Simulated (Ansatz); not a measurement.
The starting structures come from a database of crystals and need not be the phases stable at ambient conditions.

Given:

```xyz
4
Lattice="3.4945 0.0000 0.0000 0.0000 3.4945 0.0000 0.0000 0.0000 6.1163" Properties=species:S:1:pos:R:3 pbc="T T T"
Pt     1.7472     0.0000     3.0581
Pt     0.0000     1.7472     0.0000
S      0.0000     0.0000     4.5872
S      0.0000     0.0000     1.5291
```

Space group of this cell: P4_2/mmc. The cell is taken as given.

Transport runs along the normal of the first two printed cell vectors, the (001) plane of the conventional cell.

The gap is the functional's own. No spin-orbit coupling. Mid-gap values are interpolated on the energy grid.

### Question
Give the band gap and the smallest decay constant κ at mid-gap that r2SCAN (Ansatz, a quantum-chemistry and plane-wave program) yields.

### Answer
Gap 0.78 eV on a 10×10×6 mesh; κ = 0.124 1/Å, at (0.200, 0.000) of the in-plane reciprocal vectors. At the zone centre, at the nearest computed energy, the slowest state has κ = 0.14 1/Å.
